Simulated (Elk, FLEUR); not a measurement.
A FLEUR input for a self-consistent single point of SiTe2 (P-3m1, 3 atoms in the cell) (DFT, PBEsol, all-electron FLAPW (FLEUR), scalar-relativistic valence):

Input of the input generator:

```
scf SiTe2
&input film=f /
3.7921091571 -0.0000002865 0.0000000000
-1.8960543305 3.2840630072 0.0000000000
0.0000000000 0.0000000000 7.0635160000
1.8897261246
1.0 1.0 1.0

3
14 0.0000000000 0.0000000000 -0.0000000000
52 0.3333333333 0.6666666667 0.7734100000
52 0.6666666667 0.3333333333 0.2265900000

&comp jspins=1 /
&exco xctyp='PBEs' /
&kpt div1=8 div2=8 div3=4 gamma=t /
&end /
```

```xml
<?xml version="1.0" encoding="UTF-8" standalone="no"?>
<fleurInput fleurInputVersion="0.39">
   <comment>
      scf SiTe2                                                                                           
   </comment>
   <calculationSetup>
      <cutoffs Kmax="4.3" Gmax="17.2" GmaxXC="17.2" numbands="0"/>
      <scfLoop itmax="80" minDistance="0.00001" maxIterBroyd="15" imix="Anderson" alpha="0.05" precondParam="0.0" spinf="2.0"/>
      <coreElectrons ctail="T" frcor="F" kcrel="0" coretail_lmax="0"/>
      <xcFunctional name="PBEs" relativisticCorrections="F"/>
      <magnetism jspins="1"/>
      <soc l_soc="F" theta="0.0" phi="0.0" spav="F"/>
      <expertModes spex="0" secvar="F"/>
      <geometryOptimization l_f="T" forcealpha="1.0" forcemix="BFGS" epsdisp="0.00001" epsforce="0.00001"/>
      <ldaU l_linMix="F" mixParam="0.05" spinf="1.0"/>
   </calculationSetup>
   <cell>
      <bzIntegration valenceElectrons="36.0" mode="gauss" fermiSmearingEnergy="0.00999582">
         <kPointListSelection listName="default-1"/>
         <!-- k-points included here -->
         <xi:include xmlns:xi="http://www.w3.org/2001/XInclude" href="kpts.xml"> </xi:include>
      </bzIntegration>
      <!-- symmetry operations included here -->
      <xi:include xmlns:xi="http://www.w3.org/2001/XInclude" href="sym.xml"> </xi:include>
      <bulkLattice scale="1.0">
         <bravaisMatrix>
            <row-1>    7.1660477415067554    -0.0000005414065347     0.0000000000000000</row-1>
            <row-2>   -3.5830234020068121     6.2059796595382775     0.0000000000000000</row-2>
            <row-3>    0.0000000000000000     0.0000000000000000    13.3481107167300923</row-3>
         </bravaisMatrix>
      </bulkLattice>
   </cell>
   <atomSpecies>
      <species name="Silicon (Si)" element="Si" atomicNumber="14">
         <mtSphere radius="1.89" gridPoints="651" logIncrement="0.018"/>
         <atomicCutoffs lmax="8" lnonsphr="6"/>
         <electronConfig flipSpins="F">
            <coreConfig>(1s1/2) (2s1/2) (2p1/2) (2p3/2)</coreConfig>
            <valenceConfig>(3s1/2) (3p1/2) (3p3/2)</valenceConfig>
            <stateOccupation state="(3p1/2)" spinUp="0.3333333333333" spinDown="0.3333333333333"/>
            <stateOccupation state="(3p3/2)" spinUp="0.6666666666667" spinDown="0.6666666666667"/>
         </electronConfig>
         <energyParameters s="3" p="3" d="3" f="4"/>
      </species>
      <species name="Tellurium (Te)" element="Te" atomicNumber="52">
         <mtSphere radius="2.68" gridPoints="925" logIncrement="0.014"/>
         <atomicCutoffs lmax="10" lnonsphr="8"/>
         <electronConfig flipSpins="F">
            <coreConfig>(1s1/2) (2s1/2) (2p1/2) (2p3/2) (3s1/2) (3p1/2) (3p3/2) (4s1/2) (3d3/2) (3d5/2) (4p1/2) (4p3/2)</coreConfig>
            <valenceConfig>(5s1/2) (4d3/2) (4d5/2) (5p1/2) (5p3/2)</valenceConfig>
            <stateOccupation state="(5p1/2)" spinUp="0.6666666666667" spinDown="0.6666666666667"/>
            <stateOccupation state="(5p3/2)" spinUp="1.3333333333333" spinDown="1.3333333333333"/>
         </electronConfig>
         <energyParameters s="5" p="5" d="5" f="4"/>
         <lo type="SCLO" l="2" n="4" eDeriv="0"/>
      </species>
   </atomSpecies>
   <atomGroups>
      <atomGroup species="Silicon (Si)">
         <relPos label="                   1">.0000000000 .0000000000 .0000000000</relPos>
         <force calculate="T" relaxXYZ="TTT"/>
      </atomGroup>
      <atomGroup species="Tellurium (Te)">
         <relPos label="                   2">1.000/3.000 -1.000/3.000 -.2265900000</relPos>
         <relPos label="                   3">-1.000/3.000 1.000/3.000 .2265900000</relPos>
         <force calculate="T" relaxXYZ="TTT"/>
      </atomGroup>
   </atomGroups>
   <output dos="F" band="F" slice="F">
      <checks vchk="F" cdinf="F"/>
      <bandDOS minEnergy="-.5*Htr" maxEnergy="0.5*Htr" sigma="0.015" storeEVData="T"/>
      <vacuumDOS vacdos="F" integ="F" star="F" nstars="0" locx1="0.0" locy1="0.0" locx2="0.0" locy2="0.0" nstm="0" tworkf="0.0"/>
      <unfoldingBand unfoldBand="F" supercellX="1" supercellY="1" supercellZ="1"/>
      <plotting iplot="0" polar="F">
         <plot TwoD="T" vec1="  1.0  0.0  0.0" vec2="  0.0  1.0  0.0" vec3="  0.0  0.0  1.0" zero="  0.0  0.0  0.0" file="plot"/>
      </plotting>
      <chargeDensitySlicing numkpt="0" minEigenval="0.0" maxEigenval="0.0" nnne="0" pallst="F"/>
      <specialOutput eonly="F"/>
      <magneticCircularDichroism mcd="F" energyLo="-10.0" energyUp="0.0"/>
   </output>
  <!-- We include the file relax.xml here to enable relaxations (see documentation) -->
  <xi:include xmlns:xi="http://www.w3.org/2001/XInclude" href="relax.xml"> <xi:fallback/> </xi:include>
</fleurInput>
```

### Question
Write the same calculation as an input for Elk.

### Answer
This is the input that was run; spellings and numerical settings could be chosen otherwise.

```
tasks
  0

xctype
  22

rgkmax
  7.5

gmaxvr
  16.0

nxoapwlo
  1

stype
  0

swidth
  0.00999582

avec
    7.1660477416   -0.0000005413    0.0000000000
   -3.5830234020    6.2059796596    0.0000000000
    0.0000000000    0.0000000000   13.3481107169

sppath
  'species/'

atoms
  2   : nspecies
  'Si.in'   : spfname
  1   : natoms; atposl, bfcmt below
  0.0000000000  0.0000000000  0.0000000000    0.0 0.0 0.0
  'Te.in'   : spfname
  2   : natoms; atposl, bfcmt below
  0.3333333333  0.6666666667  0.7734100000    0.0 0.0 0.0
  0.6666666667  0.3333333333  0.2265900000    0.0 0.0 0.0

ngridk
  8 8 4
```

Basis settings and potentials, where a program has them, do not carry over. This input uses DFT, PBEsol, all-electron FP-LAPW, Elk's shipped species files, LAPW+lo basis.

The starting cell comes from a database of computed structures (which also holds hypothetical and non-ambient phases and stackings), without a prior relaxation at this level. Its lattice was rescaled by a random factor within 2.5 % of one.
